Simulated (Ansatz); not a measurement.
TaN (model structure, started from the WC type, P-6m2, No. 187, 2 atoms in the cell)

Computed with r²SCAN in Ansatz (plane waves, PAW).

Numerical settings: plane-wave cutoff 500 eV, 18×18×14 k mesh (along the axes of the cell as run), Fermi–Dirac smearing 0.05 eV, scalar-relativistic PAW data made under PBE.

Cell (relaxed at this level):

```cif
data_NTa
_chemical_formula_sum 'Ta1 N1'
_space_group_name_H-M_alt 'P 1'
_space_group_IT_number 1
_cell_length_a 2.93604
_cell_length_b 2.93604
_cell_length_c 2.88454
_cell_angle_alpha 90.000
_cell_angle_beta 90.000
_cell_angle_gamma 120.000
loop_
_space_group_symop_operation_xyz
  'x, y, z'
loop_
_atom_site_label
_atom_site_type_symbol
_atom_site_fract_x
_atom_site_fract_y
_atom_site_fract_z
_atom_site_occupancy
Ta1 Ta 0.00000 0.00000 0.00000 1
N1 N 0.66667 0.33333 0.50000 1
```

- band gap: zero (no gap)

Note: the relaxation could raise the start's symmetry but not lower it, so the cell can be a saddle point.

Spin–orbit coupling is not included.

It cost very roughly 60 core-seconds of CPU time.

A model structure was made by putting elements into a prototype or built by hand; it is no filed structure, need not be a known phase, and can be a saddle point held by its symmetry.

Ansatz is a first-principles code.
